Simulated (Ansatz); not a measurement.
Start from C (space group Ia-3, No. 206; a = 4.449 Å; a hypothetical phase, not in the database extracts checked). Axes: x, y, z lie along the cube axes.

Now apply this change: tensor shear ε_yz = +0.13 % (engineering shear γ = 0.0026), atoms relaxed at fixed cell.

Levels (all Ansatz, a quantum-chemistry and plane-wave program, PAW): PBEsol (420 eV, spin-orbit coupling left out); r2SCAN (500 eV, scalar-relativistic without spin-orbit coupling); HSE06 (420 eV, spin-orbit coupling left out).

At the geometry relaxed with PBEsol, these levels gave the following band gaps, in shuffled order: (a) 2.55 eV, (b) 2.29 eV, (c) 3.48 eV.

Problem. Match each gap to its level.

Solution. (a) r2SCAN; (b) PBEsol; (c) HSE06.

Single points use the geometry relaxed with PBEsol. HSE06 gaps are upper bounds (no full band path). The cells carry an imposed strain or load. Whether these cells are dynamically stable was not tested.
